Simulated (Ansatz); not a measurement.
**Ge: biaxial strain +1.53 %, plane normal [001], relaxed out of plane**

Start from Ge in the diamond structure (space group Fd-3m, No. 227; a = 5.6727 Å). Axes: x, y, z lie along the cube axes.

One thing is altered: tensile biaxial strain of 1.53 % in the plane normal to [001], as in epitaxy on a mismatched substrate; the out-of-plane cell vector and the atoms relax.

Calculations: DFT with r2SCAN, PAW potentials and a 500 eV plane-wave cutoff in Ansatz (an electronic-structure program), no SOC, earlier PAW set. k-mesh 10×10×10 (Γ-centred); smearing 0.05 eV (Fermi–Dirac).

The volume per atom grows by 0.456 Å³ (22.82 Å³ → 23.27 Å³) and the shortest interatomic distance rises by 0.017 Å (2.456 Å → 2.473 Å). The energy grows by 4.4 meV/atom and the pressure (mean of the normal stresses, compression positive) goes from zero to -1.3 GPa. The band gap changes from 0.37 eV to zero and the out-of-plane strain is -1.05 % (rough). The mean in-plane stress (compression positive) is -2.0 GPa (rough).

Final structure (turned so that z lies along the plane normal):

```
CELL_PARAMETERS angstrom
      4.07257     0.00000     0.00000
      0.00000     4.07257     0.00000
      2.03628    -2.03628     2.80652
ATOMIC_POSITIONS crystal
  Ge 0.50000 0.50000 0.00000
  Ge 0.25000 0.25000 0.50000
```

Without a gap, meshes like the base's 10×10×10 leave anisotropic stresses uncertain by several tenths of a GPa, and small strain energies with them. Stability against distortions was not tested. Gaps under 0.05 eV, about the width of the smearing, are given as zero. A zero or small gap of Ge under biaxial strain +1.53 %, plane normal [001], relaxed out of plane can be the functional's error rather than a property of the material.
